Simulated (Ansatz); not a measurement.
# Free linear chain of Au atoms

Method: PBE (plane waves to 420 eV, PAW; Ansatz, an electronic-structure program). Mesh 1×1×58. No spin polarisation, so a magnetic state wasn't tested. It repeats along c; a and b span vacuum. A hypothetical model. Symmetry and one short period hold its shape; lower forms weren't sought. Pairing along the axis, which can open a gap, is among the distortions not tried. Values not marked SOC lack spin–orbit coupling. Buckling under compression is shut out by symmetry and the short period.

| Quantity | Value |
|---|---|
| period along the axis (2 atoms) | 5.161 Å |
| PBE gap | none (under 0.01 eV) |
| work function (PBE) | 6.43 eV |
| axial stiffness dF/dε | 29 nN |

```yaml
crystal:
  lattice:
    - [11.00000, 0.00000, 0.00000]
    - [0.00000, 11.00000, 0.00000]
    - [0.00000, 0.00000, 5.16087]
  atoms:
    - { symbol: Au, position: [0.50000, 0.50000, 0.00000] }
    - { symbol: Au, position: [0.50000, 0.50000, 0.50000] }
```
